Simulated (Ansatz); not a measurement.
Take BP in the zinc blende structure (space group F-43m, No. 216; a = 4.5364 Å) as the base. Axes: x, y, z lie along the cube axes.

Calculations: Kohn–Sham DFT with the r2SCAN functional, run in Ansatz (a program for electronic structure) with PAW and 500 eV plane waves, scalar-relativistic without spin-orbit coupling, earlier PAW set.

A first run, uniaxial strain ε_zz = +1.29 %, gives secant values C11 ≈ 360 GPa and C12 ≈ 68 GPa from its stress. A second run applies biaxial strain +2.36 %, plane normal [001], relaxed out of plane.

**Question.** What does linear elasticity predict for −ε⊥/ε∥ in the second run, and what does the run give?

**Answer.** Linear elasticity: 2 C12/C11 = 0.38. The run gives 0.41; any difference comes from nonlinear terms at these strains and numerical noise.

Whether these cells are dynamically stable was not tested.
